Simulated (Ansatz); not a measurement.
The reference is Ge in the diamond structure (space group Fd-3m, No. 227; a = 5.6744 Å).

The values are results of Ansatz (an electronic-structure program), r2SCAN, PAW, cutoff 500 eV, no spin-orbit coupling, not measurements.

Before the change:

* **Volume per atom**: 22.84 Å³

The change: Cd takes the place of Ge on all its sites, then cell and atoms are relaxed.

Tabulated Pauling electronegativity and covalent radius: Ge 2.01, 1.20 Å; Cd 1.69, 1.44 Å.

How does this affect the volume per atom?

The volume per atom rises by 11.79 Å³ to 34.63 Å³.

Stability against distortions was not tested. As relaxed here, Cd is a hypothetical phase, not in the database extracts checked.
